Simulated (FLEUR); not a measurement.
Worked example: self-consistent single point of Ta3Ru (Fm-3m, 4 atoms in the cell) in FLEUR.

Method: PBEsol, all-electron FLAPW (FLEUR), scalar-relativistic valence.

The change in words: lattice scaled by 0.98. Reference geometry:
```
CELL_PARAMETERS angstrom
      0.00000     3.24822     3.24822
      3.24822     0.00000     3.24822
      3.24822     3.24822     0.00000
ATOMIC_POSITIONS crystal
  Ta 0.25000 0.25000 0.25000
  Ta 0.75000 0.75000 0.75000
  Ta 0.50000 0.50000 0.50000
  Ru 0.00000 0.00000 0.00000
```

Reference input (self-consistent single point, DFT, PBEsol, all-electron FLAPW (FLEUR), scalar-relativistic valence): Kmax = 4.1 1/bohr; GmaxXC = 16.4 1/bohr; xcFunctional = PBEs; jspins = 1; l_soc = F; mode = hist; fermiSmearingEnergy = 0.00183747 Htr; mesh (inpgen div1-3) = 9 9 9; inpgen gamma flag = false; Gmax = 16.4 1/bohr; numbands = 0; maxIterBroyd = 15. This run's input differs from it in these lines:

```diff
@@ -3,5 +3,5 @@
 &input film=f /
--0.0000000000 3.2482150000 3.2482150000
-3.2482150000 -0.0000000000 3.2482150000
-3.2482150000 3.2482150000 -0.0000000000
+-0.0000000000 3.1832510000 3.1832510000
+3.1832510000 0.0000000000 3.1832510000
+3.1832510000 3.1832510000 0.0000000000
 1.8897261246
@@ -46,5 +46,5 @@
          <bravaisMatrix>
-            <row-1>    0.0000000000000000     6.1382367438175889     6.1382367438175889</row-1>
-            <row-2>    6.1382367438175889     0.0000000000000000     6.1382367438175889</row-2>
-            <row-3>    6.1382367438175889     6.1382367438175889     0.0000000000000000</row-3>
+            <row-1>    0.0000000000000000     6.0154725758590741     6.0154725758590741</row-1>
+            <row-2>    6.0154725758590741     0.0000000000000000     6.0154725758590741</row-2>
+            <row-3>    6.0154725758590741     6.0154725758590741     0.0000000000000000</row-3>
          </bravaisMatrix>
```

The program printed (abridged):

```
 Iteration:     1   Distance:      22.76744011 me/bohr^3
 Iteration:     2   Distance:      16.77825002 me/bohr^3
 Iteration:     3   Distance:      10.00451827 me/bohr^3
 Iteration:     4   Distance:       6.60681128 me/bohr^3
 Iteration:     5   Distance:       5.09677667 me/bohr^3
   [... 14 lines left out ...]
 Iteration:    20   Distance:       0.00011423 me/bohr^3
 Iteration:    21   Distance:       0.00003033 me/bohr^3
 Iteration:    22   Distance:       0.00002557 me/bohr^3
 Iteration:    23   Distance:       0.00000468 me/bohr^3
 Run finished successfully
 Stop message:
   Structural relaxation: Done

[file out, last iteration]
             iter=     24
[...]
          total density-effective poten   -8.8637578663E+04
          total charge density-energy d   -1.0705131086E+03
 Updated energy parameters for spin:           1
[...]
 fermi energy and band-weighting factors:
   [... 6 lines left out ...]

[...]
FERMIE:
          first approx. to ef    (T=0)  :   0.576719 htr   (energy of the highest occ. eigenvalue)
          number of occ. states  (T=0)  :       1657
          first approx. to seigv (T=0)  : -23.152187 htr
          sum of weights of occ. states :  47.500686
          sum of semicore charge        :   0.000000 e
FERHIS:  Fermi-Energy by histogram:
          bandgap                     :   0.000882 htr
   [... lines left out ...]
          charge neutrality (T=0)     :   0.001372    (zero if the highest occ. eigenvalue is "entirely" occupied)
     EF_NEWTON:  Adjust Fermi-Energy by Newton-Method.
 Direct bandgap for spin            1 :    1.0290690354081589E-002  Htr
 ---->    free energy=                    -51394.0400120283 htr
   [... lines left out ...]
 TOTAL FORCE FOR ATOM TYPE=  1  X=  3.008   Y=  3.008   Z=  3.008
                       FX_TOT= 0.000000 FY_TOT= 0.000000 FZ_TOT= 0.000000
 TOTAL FORCE FOR ATOM TYPE=  2  X=  6.015   Y=  6.015   Z=  6.015
                       FX_TOT= 0.000000 FY_TOT= 0.000000 FZ_TOT= 0.000000
 TOTAL FORCE FOR ATOM TYPE=  3  X=  0.000   Y=  0.000   Z=  0.000
                       FX_TOT= 0.000000 FY_TOT= 0.000000 FZ_TOT= 0.000000
 Structural relaxation: Done
```

The run converged in 23 iterations. FLEUR gives forces in its relaxation mode, with a further iteration, so its stop message speaks of a relaxation. Against the reference run the free energy goes down by 22.1 meV/atom.

The starting cell comes from a database of computed structures (which also holds hypothetical and non-ambient phases and stackings), without a prior relaxation at this level. Its lattice was rescaled by a random factor within 2.5 % of one. For this run, on top of that: lattice scaled by 0.98. Spin-orbit coupling is off. Spin polarisation is off. Values depend on the basis (sphere radii, cutoffs, local orbitals), which need not be converged. The log's line on a gap gives a spacing of levels on this mesh, which the program prints for metals too.

Cost on one core of a shared machine: roughly 3 min.
